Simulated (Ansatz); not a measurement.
Migration barriers: Zn vacancy in wurtzite ZnO, charge state -2

Defect migration in wurtzite ZnO: Zn vacancy, charge state -2. Level of theory: PBE, PAW (plane waves to 420 eV; Ansatz, a quantum-chemistry and plane-wave program).

Cell of 72 host sites held at the relaxed PBE lattice; one k-point at (0.125, 0.250, 0.250); Fermi-Dirac width 0.01 eV, spin-restricted; finite-size errors left in. No zero-point or tunnelling terms. The charge state is imposed; whether it is stable for some Fermi level was not computed. Forms of the defect that were not tried may lie lower.

Barriers: single points on a 2×2×2 k-point mesh shifted by half a step along c at the bands' geometries.

| Route | Start site over the lowest site run (eV) | Hop (Å) | Forward barrier (eV) | Backward barrier (eV) | Neighbours at the start | Neighbours at the saddle | Saddle order | Forward, on the band's own sampling (eV) |
|---|---|---|---|---|---|---|---|---|
| one Zn atom jumps into the vacancy from a nearby Zn site | 0.00 | 3.16 | 0.88 | 0.88 | O at 1.91, O at 2.00, 2 O at 2.05 Å | O at 1.80, O at 1.88 Å | first order | 0.88 |
| one Zn atom jumps into the vacancy from a nearby Zn site | 0.00 | 3.18 | 1.11 | 1.11 | O at 1.91, O at 2.01, O at 2.02, O at 2.03 Å | O at 1.87, O at 2.22, O at 2.24, 2 O at 2.33 Å | first order | 1.10 |

Paths come from climbing-image nudged elastic band runs. Of the routes that converged and passed our checks, the lowest saddle point lies 0.88 eV above the lowest of the sites run (one Zn atom jumps into the vacancy from a nearby Zn site); other sites, such as split forms, and other routes may lie lower.
